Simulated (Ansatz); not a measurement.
Take BeSe in the zinc blende structure (space group F-43m, No. 216) as the base.

```xyz
2
Lattice="0.0000 2.5645 2.5645 2.5645 0.0000 2.5645 2.5645 2.5645 0.0000" Properties=species:S:1:pos:R:3 pbc="T T T"
Be     0.0000     0.0000     0.0000
Se     1.2822     1.2822     1.2822
```

Calculations: PBEsol, PAW, 420 eV (Ansatz, a program for electronic structure; no SOC).

Base values:

* **Electron mass**: 0.84 mₑ along k, 0.26 mₑ across (at X)
* **Width of the top valence band**: 3.37 eV

One thing is altered: the cell is scaled by 0.9800 in all directions, atoms relaxed at fixed cell.

What happens to the mean gap deformation potential ΔEg/Δln V, electron mass, energy relative to the base and width of the top valence band?

The mean gap deformation potential ΔEg/Δln V is +2.3 eV; the electron mass changes from 0.84 mₑ along k, 0.26 mₑ across (at X) to 0.81 mₑ along k, 0.25 mₑ across (at X); the energy rises by 16 meV/atom; the width of the top valence band grows by 0.305 eV (3.37 eV → 3.68 eV).

The cells carry an imposed strain or load. Effective masses come from finite differences of ±0.01 Å⁻¹. Along k means along the line from Γ to the band edge. No phonon test of stability was made.
